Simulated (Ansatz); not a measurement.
Base system: CuI in the zinc blende structure (space group F-43m, No. 216).

```cif
data_Cu4I4
_chemical_formula_sum 'Cu4 I4'
_space_group_name_H-M_alt 'F-43m'
_space_group_IT_number 216
_space_group_name_Hall 'F -4 2 3'
_cell_length_a 5.86188
_cell_length_b 5.86188
_cell_length_c 5.86188
_cell_angle_alpha 90.000
_cell_angle_beta 90.000
_cell_angle_gamma 90.000
loop_
_atom_site_label
_atom_site_type_symbol
_atom_site_symmetry_multiplicity
_atom_site_Wyckoff_symbol
_atom_site_fract_x
_atom_site_fract_y
_atom_site_fract_z
_atom_site_occupancy
Cu1 Cu 4 a 0.00000 0.00000 0.00000 1
I1 I 4 d 0.75000 0.75000 0.75000 1
```
(The calculation used a cell of 2 atoms; values per cell refer to that cell.)

Computed with Kohn–Sham DFT with the LDA functional, run in Ansatz (an electronic-structure program) with PAW and 420 eV plane waves, no spin-orbit coupling.

Base values:

```
Quantity                         Result
-----------------------------  --------
Band gap                        1.22 eV
Width of the top valence band   1.92 eV
Pressure                       0.00 GPa
```

It is then changed as follows: every lattice vector is shortened by 2.00 %, atoms relaxed at fixed cell.

**Question.** How does this affect the band gap?

**Answer.** The band gap goes up by 0.19 eV (1.22 eV → 1.41 eV).

**Question.** What happens to the width of the top valence band?

**Answer.** The width of the top valence band grows by 0.27 eV (1.92 eV → 2.19 eV).

**Question.** What happens to the pressure?

**Answer.** The pressure goes from zero to 4.02 GPa.

**Question.** How does this affect the energy relative to the base?

**Answer.** The energy grows by 17 meV/atom.

Spin-orbit coupling, missing from the scalar runs, can matter with I. The cells carry an imposed strain or load. Stability against distortions was not tested. The final runs are not spin-polarised.
